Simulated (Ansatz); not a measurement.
# BN: pressure series

The reference is BN in the h-BN type structure (space group P6_3/mmc, No. 194; layered, stacked along the Cartesian z axis).

```
CELL_PARAMETERS angstrom
      2.49975     0.00000     0.00000
     -1.24987     2.16485     0.00000
      0.00000     0.00000     6.52535
ATOMIC_POSITIONS crystal
  B  0.33333 0.66667 0.25000
  B  0.66667 0.33333 0.75000
  N  0.33333 0.66667 0.75000
  N  0.66667 0.33333 0.25000
```

Cell and atoms are relaxed at each pressure.

The values are results of DFT with r2SCAN+rVV10, PAW potentials and a 500 eV plane-wave cutoff in Ansatz (a quantum-chemistry and plane-wave program), no spin-orbit coupling, earlier PAW set, not measurements.

```csv
pressure (GPa),volume per atom (Å³/atom)
-2,9.765
0,8.828
0.9,8.629
2.1,?
4.5,8.106
9,7.695
15,7.311
```

Problem. Fit the third-order Birch–Murnaghan form P(V) = (3B₀/2)[(V₀/V)^(7/3) − (V₀/V)^(5/3)]·[1 + (3/4)(B₀′ − 4)((V₀/V)^(2/3) − 1)] (squares taken in P) to the rows shown and predict the withheld row.

Solution. Least squares on the printed values gives V₀ = 8.844 Å³/atom, B₀ = 34.4 GPa, B₀′ = 9.6; this predicts 8.424 Å³/atom, and the run gives 8.419 Å³/atom, 0.005 lower.

Measured bulk modulus of BN: 27.4 GPa (room temperature; as listed in Hermann Muhammad et al., Nanoscale (2024)); the computed value is for a static lattice, so the two differ by thermal effects too.

Load acts through the strain it causes; cell and atoms are relaxed under it. No phonon test of stability was made. Competing high-pressure phases were not computed.
